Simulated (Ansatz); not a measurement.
Ansatz (a quantum-chemistry and plane-wave program) run on VW (Cmm2, 2 atoms in the cell): self-consistent single point.

Computed with PBEsol, default PAW files made with PBE (plane waves; Ansatz).

The change in words: lattice scaled by 0.98; basis.ecutwfc: 420 eV → 565 eV. Reference geometry:
```xyz
2
Lattice="1.5528 -2.2305 0.0000 1.5528 2.2305 0.0000 0.0000 0.0000 4.2928" Properties=species:S:1:pos:R:3 pbc="T T T"
V      0.0000     0.0000     0.0500
W      1.5528     0.0000     2.1464
```

Reference input (self-consistent single point, DFT, PBEsol, plane waves, default PAW files made with PBE): basis.ecutwfc = 420 eV; kpoints.mp_grid.grid = 11 11 7; hamiltonian.xc = pbesol; hamiltonian.pseudopotentials = {kind: paw} (the program's default PAW files); scf.occupations.method = gaussian; scf.occupations.width = 0.1 eV. This run's input differs from it in these lines:

Ansatz 0.2 input:
```diff
@@ -2,5 +2,5 @@
   lattice:
-    - [1.55277000, -2.23051700, 0.00000000]
-    - [1.55277000, 2.23051700, 0.00000000]
-    - [0.00000000, 0.00000000, 4.29275700]
+    - [1.52171500, -2.18590700, 0.00000000]
+    - [1.52171500, 2.18590700, 0.00000000]
+    - [0.00000000, 0.00000000, 4.20690200]
   atoms:
@@ -9,3 +9,3 @@
 basis:
-  ecutwfc: 420.0
+  ecutwfc: 565.0
 kpoints:
```

The program printed (abridged):

```
SCF iter   1: F=—  HF=-13141.981422 eV  |F-HF|=—  |Δ(HF+E_count)|=         —  Δρ=1.20e-2  dr2=6.40e-2  ethr=1.77e-3  ⟨swp⟩=5.0  Hψ=10629  notcnv=0
all-band conjugate gradients solve this SCF's bands
preconditioner: auto → none
SCF iter   2: F=—  HF=-13141.979707 eV  |F-HF|=—  |Δ(HF+E_count)|=   1.71e-3  Δρ=8.85e-3  dr2=4.02e-2  ethr=2.37e-4  ⟨swp⟩=1.0  Hψ=3749  notcnv=0  defer=1
   [... lines left out ...]
SCF iter   4: F=—  HF=-13141.976151 eV  |F-HF|=—  |Δ(HF+E_count)|=   1.64e-4  Δρ=4.47e-4  dr2=8.40e-5  ethr=1.92e-6  ⟨swp⟩=2.0  Hψ=4346  notcnv=0  defer=1
SCF iter   5: F=—  HF=-13141.976149 eV  |F-HF|=—  |Δ(HF+E_count)|=   2.53e-6  Δρ=1.79e-4  dr2=1.15e-5  ethr=3.11e-7  ⟨swp⟩=2.0  Hψ=3290  notcnv=0  defer=3
SCF iter   6: F=—  HF=-13141.976146 eV  |F-HF|=—  |Δ(HF+E_count)|=   2.54e-6  Δρ=5.43e-5  dr2=1.55e-6  ethr=4.27e-8  ⟨swp⟩=2.1  Hψ=3471  notcnv=0  defer=4
SCF iter   7: F=-13141.976146 eV  HF=-13141.976146 eV  |F-HF|=1.93e-8  |Δ(HF+E_count)|=   3.76e-7  Δρ=1.19e-5  dr2=2.97e-8  ethr=3.70e-10  ⟨swp⟩=4.1  Hψ=10581  notcnv=0
SCF 1 converged in 7 iterations: F = -13141.976146 eV  dr2 = 2.97e-8
Free energy (F): -13141.976146 eV
Internal energy: -13141.968910 eV  (E = F + TS)
E sigma→0 (E₀):  -13141.972528 eV
Entropy (-TS):   -0.007236 eV (-3.618 meV/atom)
Fermi energy:    20.401912 eV
--- Forces (eV/Å), atoms counted from 1 ---
  atom   1  V      0.00000000     0.00000000    -0.62661112
  atom   2  W      0.00000000     0.00000000     0.62659554
--- Stress (GPa, compression-positive) ---
        6.399083       0.000000       0.000000
        0.000000       6.583071       0.000000
        0.000000       0.000000       7.049713
  P = ⅓ Tr σ = 6.6773 GPa (66.773 kbar)
  The stress holds the Pulay correction. Without it, at fixed plane waves, as pw.x and ABINIT print it: P = 6.6661 GPa
```

The run converged in 7 iterations. Against the reference run the free energy goes down by 8.7 meV/atom, the pressure goes from -8.62 to 6.68 GPa and the largest force goes from 0.462 to 0.627 eV/Å.

The starting cell comes from a database of computed structures (which also holds hypothetical and non-ambient phases and stackings), without a prior relaxation at this level. Its lattice was rescaled by up to half a per cent. One atom was moved a little off its site on purpose. For this run, on top of that: lattice scaled by 0.98. Spin polarisation is off. Ansatz's pressure includes its estimate of the finite-basis (Pulay) stress.
